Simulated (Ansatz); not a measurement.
## BaTiO3: pressure series

Consider BaTiO3 (space group P4mm, No. 99; a = 3.973 Å, c = 4.112 Å).

Cell and atoms are relaxed at each pressure.

Level of theory: Kohn–Sham DFT with the r2SCAN functional, run in Ansatz (an electronic-structure program) with PAW and 500 eV plane waves, scalar-relativistic without spin-orbit coupling, earlier PAW set.

Candidates:
(a) pressure 18 GPa
(b) pressure −2 GPa
(c) pressure 1.8 GPa
(d) pressure 30 GPa
(e) pressure 45 GPa

Base values:

| Item | Result |
|---|---|
| Band gap | 2.23 eV |

Order them by band gap, lowest first.

(b) pressure −2 GPa (2.22 eV), (c) pressure 1.8 GPa (2.25 eV), (a) pressure 18 GPa (2.38 eV), (d) pressure 30 GPa (2.41 eV), (e) pressure 45 GPa (2.43 eV)

Load acts through the strain it causes; cell and atoms are relaxed under it. Whether these cells are dynamically stable was not tested. No other phases were tried under pressure. All final runs are without spin polarisation. Along this pressure series the structure jumps between pressure 9 GPa and pressure 18 GPa; cells beyond that are another form of it.
